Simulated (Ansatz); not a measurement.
GeSiC₂ (model structure, started from the AlGaN2 type, P-4m2, No. 115, 4 atoms in the cell) was calculated with HSE06+SOC in Ansatz (PAW).

Excerpt of the program's output:

```
WARN output.stress: scf.exx.energy_threshold = 1e-6 eV is looser than the 4e-8 eV advised for a stress under a hybrid functional (1e-8 eV for each atom of the …
Crystal: 4 atoms, lattice volume = 44.349 Å³
Basis set: ecut = 460 eV, 999 PW (Γ), exchange–correlation on 48×48×64 points (8 copies of the dense FFT grid, shifted against one another)
Bands: 34, of which v1, the nominal top of the filled ones, is band 26 counted from 1 (25 counted from 0)
Symmetry: 8 space group operations + 8 with time reversal
k-points: 60 of 384 (time reversal used)
Initial density: superposition of atomic densities (chi_scale 0.1, normalization cell, long waves kept (reshape's long-wave potential 0.01 eV rms))
Crystal: 4 atoms, lattice volume = 44.349 Å³
Initial density: handed on by an earlier stage of this run
Crystal: 4 atoms, lattice volume = 44.349 Å³
SCF 3 converged in 6 iterations: F = -5433.092342 eV  dr2 = 2.32e-10
Free energy (F): -5433.092342 eV
Internal energy: -5433.092342 eV  (E = F + TS)
E sigma→0 (E₀):  -5433.092342 eV
Fermi energy:    11.111363 eV
--- Forces (eV/Å), atoms counted from 1 ---
  atom   1  Ge    -0.00000000     0.00000000     0.00000000
  atom   2  Si    -0.00000000     0.00000000     0.00000000
  atom   3  C      0.00000000     0.00000000    -0.02633395
  atom   4  C      0.00000000     0.00000000     0.02633395
--- Stress (GPa, compression-positive) ---
       -0.893083       0.000000      -0.000000
        0.000000      -0.893083       0.000000
       -0.000000       0.000000      -0.753387
  P = ⅓ Tr σ = -0.8465 GPa (-8.465 kbar)
```

Write an input file that could have produced this run (the log leaves some choices open).

One answer among several that fit: 
Ansatz 0.2 input:
```yaml
crystal:
  lattice:
    - [3.1558090554, 0.0, 0.0]
    - [0.0, 3.1558090554, 0.0]
    - [0.0, 0.0, 4.4531292382]
  atoms:
    - { symbol: Ge, position: [0.5, 0.5, 0.5] }
    - { symbol: Si, position: [0.0, 0.0, 0.0] }
    - { symbol: C, position: [0.5, 0.0, 0.7636423859] }
    - { symbol: C, position: [0.0, 0.5, 0.2363576141] }
basis:
  ecutwfc: 460
  ecutrho_ratio: 4
  xc_grid: 2
kpoints:
  mp_grid: { grid: [8, 8, 6] }
  band_path: { path: [[0, 0, 0], [0.497396, -0.5, 0.0]], npoints: 1 }
hamiltonian:
  xc: hse06
  dispersion: none
  pseudopotentials: { kind: paw }
scf:
  occupations: { method: fermi_dirac, width: 0.01 }
  convergence: { dr2_threshold: 0.0000000004 }
output:
  forces: true
  stress: true
  eigenvalues: true
  write_bands: true
magnetization:
  noncollinear: true
  spin_orbit: true
```

The PAW data were made under PBE.

Note: the relaxation could raise the start's symmetry but not lower it, so the cell can be a saddle point. Note: cell and atoms aren't relaxed at this level (largest force component 0.03 eV/Å, pressure -0.8 GPa).

A model structure was made by putting elements into a prototype or built by hand; it is no filed structure, need not be a known phase, and can be a saddle point held by its symmetry.

Ansatz is an electronic-structure program.
